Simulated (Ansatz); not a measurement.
**A computed series for BN: pressure series**

Take BN in the h-BN type structure (space group P6_3/mmc, No. 194; layered, stacked along the Cartesian z axis) as the base.

```
CELL_PARAMETERS angstrom
      2.49975     0.00000     0.00000
     -1.24987     2.16485     0.00000
      0.00000     0.00000     6.52535
ATOMIC_POSITIONS crystal
  B  0.33333 0.66667 0.25000
  B  0.66667 0.33333 0.75000
  N  0.33333 0.66667 0.75000
  N  0.66667 0.33333 0.25000
```

Cell and atoms are relaxed at each pressure.

All numbers come from Ansatz (a program for electronic structure), r2SCAN+rVV10, PAW, cutoff 500 eV, scalar-relativistic without spin-orbit coupling, earlier PAW set.

```csv
variant,gap character,band gap,smallest direct gap,volume per atom,width of the top valence band
base,"indirect, k = (0.267, 1/3, 0) in the run's primitive reciprocal basis → M",4.74 eV,5.18 eV,8.83 Å³,3.33 eV
pressure −2 GPa,–,4.88 eV,5.29 eV,9.77 Å³,3.30 eV
pressure 0.9 GPa,"indirect, k = (0.267, 1/3, 0) in the run's primitive reciprocal basis → M",4.71 eV,5.11 eV,8.63 Å³,3.61 eV
pressure 2.1 GPa,–,4.67 eV,5.05 eV,8.42 Å³,3.62 eV
pressure 4.5 GPa,"indirect, K–Γ (17 % along) → M",4.66 eV,4.97 eV,8.11 Å³,3.53 eV
pressure 9 GPa,"indirect, K–Γ (17 % along) → L–M (50 % along)",4.60 eV,4.92 eV,7.70 Å³,3.59 eV
pressure 15 GPa,"indirect, k = (0.267, 0.267, 0) in the run's primitive reciprocal basis → L–M (57 % along)",4.55 eV,4.95 eV,7.31 Å³,3.63 eV
pressure 22.5 GPa,"indirect, K–Γ (22 % along) → L–M (57 % along)",4.54 eV,4.97 eV,6.96 Å³,3.67 eV
pressure 30 GPa,"indirect, K–Γ (30 % along) → L–M (29 % along)",4.53 eV,5.03 eV,6.68 Å³,3.72 eV
```

From pressure 22.5 GPa on, the axis ratios lie over 15 % from the base's, so the cell there is far from its starting form. Load acts through the strain it causes; cell and atoms are relaxed under it. Whether these cells are dynamically stable was not tested. No other phases were tried under pressure.
